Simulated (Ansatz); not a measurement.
**Ir: Ir interstitial (started 1.92 Å from the nearest host atom), symmetric start**

Base system: a 12-atom supercell of Ir in the fcc (Cu type) structure (space group Fm-3m, No. 225; a = 3.8444 Å) at its relaxed geometry.

It is then changed as follows: one Ir atom is added in an open site, starting 1.92 Å from the nearest host atom, atoms relaxed at fixed cell.

The values are results of r2SCAN (Ansatz, a first-principles code, PAW, no spin-orbit coupling), not measurements. k-mesh 7×5×7 (Γ-centred); smearing 0.05 eV (Fermi–Dirac).

```csv
quantity,base,changed,shift
largest displacement of a host atom from its site in the perfect cell,–,0.32 Å,–
final site of the added atom,–,6 Ir at 2.23 Å (octahedral),–
```

Final structure:

```yaml
crystal:
  lattice:
    - [0.00000, 3.84442, 3.84442]
    - [3.84442, -3.84442, 3.84442]
    - [3.84442, 3.84442, 0.00000]
  atoms:
    - { symbol: Ir, position: [0.00000, 0.00000, 0.00000] }
    - { symbol: Ir, position: [0.00000, 0.00000, 0.50000] }
    - { symbol: Ir, position: [0.18766, 0.29481, 0.18766] }
    - { symbol: Ir, position: [0.18766, 0.29481, 0.62468] }
    - { symbol: Ir, position: [0.33333, 0.65265, 0.33333] }
    - { symbol: Ir, position: [0.37532, 0.70519, 0.81234] }
    - { symbol: Ir, position: [0.50000, 0.00000, 0.00000] }
    - { symbol: Ir, position: [0.50000, 0.00000, 0.50000] }
    - { symbol: Ir, position: [0.62468, 0.29481, 0.18766] }
    - { symbol: Ir, position: [0.66667, 0.34735, 0.66667] }
    - { symbol: Ir, position: [0.81234, 0.70519, 0.37532] }
    - { symbol: Ir, position: [0.81234, 0.70519, 0.81234] }
    - { symbol: Ir, position: [0.00000, 0.50000, 0.00000] }
```

The cell is small, so the values are those of an ordered compound at a high defect concentration; dilute-limit values will differ. The defect started on the symmetric site and kept its symmetry, so it may sit on a saddle. All final runs are without spin polarisation. The defect cell is not spin-polarised.
